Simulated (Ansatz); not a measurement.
Amorphous cells of Ga, In, O, Zn: the gap between the highest filled and lowest empty level at the zone centre, by PBE and by a single point of r2SCAN on the same geometry (PBE, scalar-relativistic without spin-orbit coupling (plane waves to 420 eV, PAW; Ansatz, a quantum-chemistry and plane-wave program); r2SCAN at 500 eV). The networks come from melt-quench runs on the CHGNet potential at compositions and starting densities chosen by hand, with anions pushed apart in the CHGNet dynamics, and DFT then relaxed them. The cells are small and were quenched far faster than real films, so single cells scatter. Defect or tail levels can set these gaps. The rows are the first to finish with both values and no moments.

```
cell                             PBE gap x (eV)  r2SCAN gap y (eV)
-------------------------------  --------------  -----------------
A (In12Ga6Zn6O33, 5.63 g/cm3)              0.52               0.90
B (In6Ga6Zn14O32, 5.59 g/cm3)              0.63               1.06
C (In10Ga10Zn10O40, 6.04 g/cm3)            0.70               1.18
D (In10Ga10Zn10O40, 5.82 g/cm3)            0.82           withheld
E (In10Ga10Zn5O35, 6.08 g/cm3)             0.84               1.31
F (In10Ga10Zn5O35, 5.71 g/cm3)             0.86               1.33
G (In6Ga12Zn6O33, 5.60 g/cm3)              0.93               1.39
H (In6Ga12Zn6O33, 5.54 g/cm3)              1.10               1.59
```

### Question
Fit a straight line through the 7 full rows and predict the withheld value for D (In10Ga10Zn10O40, 5.82 g/cm3).

### Answer
Means: x = 0.797, y = 1.251. Slope = Σ(Δx Δy) / Σ(Δx²) = 0.2647 / 0.2293 = 1.15; the r.m.s. residual is 0.021. Prediction: 1.251 + 1.15 × (0.82 − 0.797) = 1.28. The run gave 1.30, 0.02 above the line.
